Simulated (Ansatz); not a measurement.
An Ansatz (a quantum-chemistry and plane-wave program) input (r2SCAN, PAW, 500 eV (Ansatz; without spin-orbit coupling)):

Ansatz 0.2 input:
```yaml
crystal:
  lattice:
    - [0, 3.0925712948, 3.2788075645]
    - [3.2788075645, 0, 3.2788075645]
    - [3.2788075645, 3.0925712948, 0]
  atoms:
    - { symbol: Te, position: [0.75, 0.75, 0.75] }
    - { symbol: Cd, position: [0, 0, 0] }
basis: { ecutwfc: 500, ecutrho_ratio: 4, xc_grid: 4, fft_grid_basis: typed }
kpoints: { mp_grid: { grid: [9, 9, 9] } }
hamiltonian:
  xc: r2scan
  dispersion: none
  pseudopotentials: { kind: paw }
scf: { occupations: { method: fermi_dirac, width: 0.05 }, convergence: { dr2_threshold: 0.0000000002 } }
relax: { f_tol: 0.005, max_steps: 50 }
output: { forces: true, stress: true }
checkpoint: { write: state.ck, write_every: 1000 }
```

Which symmetry and how many k-points will the program report, and about how many plane waves at Γ?

Space group I-4m2 (ITA 119) with 8 operations, k-points 75 of 729, and 1695 plane waves at Γ.

And the final pressure?

2.63 GPa (compression positive).

The cells carry an imposed strain or load. Stability against distortions was not tested. The cell was made from CdTe in the zinc blende structure (space group F-43m, No. 216) by this change: uniaxial strain ε_yy = −5.68 %.
